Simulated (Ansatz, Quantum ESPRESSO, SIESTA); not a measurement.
TaCuS2 (P1, 8 atoms in the cell) computed with different codes at matched settings

Self-consistent single point, at a second geometry (atoms moved at random). First geometry:

```
TaCuS2
1.0
    3.37109     0.00000     0.00000
   -1.68555     2.91945     0.00000
    0.00000     0.00000    13.33130
Ta Cu S
2 2 4
Direct
  0.66667   0.33333   0.74602
  0.33333   0.66667   0.24602
  0.66667   0.33333   0.96382
  0.33333   0.66667   0.46382
  0.66667   0.33333   0.36637
  0.33333   0.66667   0.86637
  0.33333   0.66667   0.62979
  0.66667   0.33333   0.12979
```

Second geometry:
```
TaCuS2
1.0
    3.37109     0.00000     0.00000
   -1.68555     2.91945     0.00000
    0.00000     0.00000    13.33130
Ta Cu S
2 2 4
Direct
  0.67324   0.33810   0.74391
  0.33759   0.66148   0.24663
  0.68097   0.32792   0.96112
  0.32177   0.67814   0.47109
  0.69020   0.35020   0.37063
  0.30270   0.66469   0.86675
  0.32644   0.66097   0.62644
  0.66709   0.31849   0.12544
```

Shared settings, as Ansatz (an electronic-structure program) writes them: kpoints.mp_grid.grid = 8 8 2; scf.occupations.method = fermi_dirac; scf.occupations.width = 0.1 eV. Potentials and cutoffs stand in the table.

| code | model | ΔF from the first geometry (meV/atom) | pressure (GPa) | largest force (eV/Å) | cutoff |
|---|---|---|---|---|---|
| Quantum ESPRESSO | PBEsol, PSlibrary PAW (PBE) pseudopotentials | 35.6 | -6.69 | 1.666 | 50 Ry |
| Ansatz | PBEsol, PAW files made with PBE | 34.2 | -6.00 | 1.587 | 420 eV |
| SIESTA | GGA PBEsol, numerical atomic orbitals TZP, PseudoDojo PBEsol standard norm-conserving potentials (rewritten from UPF to PSML) | 37.1 | -6.88 | 1.779 | grid 300 Ry |

Size of the force on each atom (eV/Å): Sizes of forces hide their directions.

```csv
code,Ta1,Ta2,Cu3,Cu4,S5,S6,S7,S8
Quantum ESPRESSO,1.081,0.459,0.464,1.360,0.911,1.385,1.666,1.244
Ansatz,1.092,0.465,0.460,1.334,0.873,1.363,1.587,1.187
SIESTA,1.124,0.553,0.518,1.302,0.972,1.477,1.779,1.315
```

On Ansatz's run: spin-orbit coupling is off. Spin polarisation is off.

The spread over the programs that give each value: ΔF from the first geometry within 2.9 meV/atom; pressure within 0.88 GPa; largest force within 0.192 eV/Å.

SIESTA uses small atom-centred bases, whose incompleteness enters pressures, forces and empty levels differently from a plane-wave cutoff. Ansatz's pressure is given at a fixed set of plane waves, as the other plane-wave codes print theirs; with its correction for the finite basis it is -5.94 GPa. In the force vectors, SIESTA (by 0.155) lies more than 0.08 eV/Å from the median of the plane-wave programs.

The starting cell comes from a database of computed structures (which also holds hypothetical and non-ambient phases and stackings), without a prior relaxation at this level. For this run, on top of that: atoms moved at random.

Left out of this page: CP2K (unsound by tests on forces, stress, charge or solver warnings).

Keys are those of Ansatz 0.2.
